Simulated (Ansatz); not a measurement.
BBi (model structure, started from the wurtzite type, P6₃mc, No. 186, 4 atoms in the cell) was calculated with PBEsol (PAW; Ansatz, a quantum-chemistry and plane-wave program).

Settings: plane-wave cutoff 500 eV, 12×12×6 k mesh (along the axes of the cell as run), Fermi–Dirac smearing 0.05 eV, scalar-relativistic PAW data made under PBE.

Cell (relaxed at this level):

BiB is modelled in the hexagonal space group P6₃mc (No. 186), the wurtzite structure, Pearson symbol hP4. Cell: a = b = 3.841 Å, c = 6.331 Å, α = β = 90.00°, γ = 120.00°. B on 2b is surrounded by 4 Bi at 2.355–2.372 Å (tetrahedral). Bi on 2b is coordinated by 4 B at 2.355–2.372 Å (tetrahedral). (Neighbours: up to the widest gap in distance over summed covalent radii, below 1.35, at either atom; cation-cation and far metal-metal contacts left out.)

Give the computed band gap.


band gap: 0.11 eV (under three smearing widths, so not firm)

Note: the relaxation could raise the start's symmetry but not lower it, so the cell can be a saddle point.

Spin–orbit coupling is not included; with these elements it can move the gap by several tenths of an eV or more.

Computed values are for the static lattice.

It cost around 2.7 core-minutes (rough) of CPU time.

A model structure was made by putting elements into a prototype or built by hand; it is no filed structure, need not be a known phase, and can be a saddle point held by its symmetry.
